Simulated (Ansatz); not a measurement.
# A computed series for hypothetical P6_3/mmc SnSe2: thickness series

Start from SnSe₂ in the 2H-MoS2 type structure (space group P6_3/mmc, No. 194; a = 3.770 Å, c = 11.292 Å; a hypothetical phase, not in the database extracts checked; layered, stacked along the Cartesian z axis).

Free-standing slabs (3 atom(s) a layer) normal to the stacking axis with 15 Å of vacuum; in-plane cell relaxed.

Method: PBEsol-D3(BJ) (Ansatz, a quantum-chemistry and plane-wave program; PAW; 420 eV plane waves; scalar-relativistic without spin-orbit coupling).

Notes on the quantities. layer's space group: with vacuum; excess energy per area of both faces: slab less bulk energy over the cell's area: twice a surface energy; uncertain by up to 0.1 J/m².

```json
[
 {"case": "base", "layer's space group": "–", "excess energy per area of both faces": "–", "thickness between the outermost nuclei": "–", "shortest interatomic distance": "2.779 Å", "in-plane lattice parameter a": "3.770 Å"},
 {"case": "1 layer", "layer's space group": "P-6m2 (No. 187)", "excess energy per area of both faces": "0.98 J/m²", "thickness between the outermost nuclei": "3.42 Å", "shortest interatomic distance": "2.736 Å", "in-plane lattice parameter a": "3.698 Å"},
 {"case": "2 layers", "layer's space group": "P-3m1 (No. 164)", "excess energy per area of both faces": "0.9 J/m²", "thickness between the outermost nuclei": "9.00 Å", "shortest interatomic distance": "2.725 Å", "in-plane lattice parameter a": "3.735 Å"},
 {"case": "3 layers", "layer's space group": "P-6m2 (No. 187)", "excess energy per area of both faces": "0.9 J/m²", "thickness between the outermost nuclei": "14.65 Å", "shortest interatomic distance": "2.732 Å", "in-plane lattice parameter a": "3.749 Å"}
]
```

Slab and bulk use different k-meshes, which limits the precision of the excess energy. No phonon test of stability was made. The final runs are not spin-polarised.
